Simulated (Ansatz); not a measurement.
PBE against PBEsol: BC5, pressure 0.3 GPa

Take BC5 (space group I-4m2, No. 119; a = 2.5133 Å, c = 11.4114 Å; a cell from a computed database, its experimental status unchecked) as the base.

(Cell as relaxed with PBE.)

Levels (all Ansatz, a quantum-chemistry and plane-wave program, PAW): PBE (420 eV, without spin-orbit coupling); PBEsol (420 eV, spin-orbit coupling left out).

Each level relaxes its own structure.

```csv
base,PBE,PBEsol
volume per atom,6.01 Å³,5.92 Å³
lattice parameter a,2.513 Å,2.499 Å
band gap,zero,zero
```

Modification: cell and atoms relaxed at a pressure of 0.3 GPa.

```csv
quantity,PBE,PBEsol
c/a ratio,4.540,4.550
volume per atom,6.00 Å³,5.91 Å³
```

PBE's c/a ratio lies 0.0092 below PBEsol's; PBE's volume per atom lies 0.09 Å³ above PBEsol's (1.5 %). Neither level is exact; PBEsol is the comparison here, not a measurement.

Load acts through the strain it causes; cell and atoms are relaxed under it. Stability against distortions was not tested. All final runs are without spin polarisation. An odd electron count without spin: BC5.
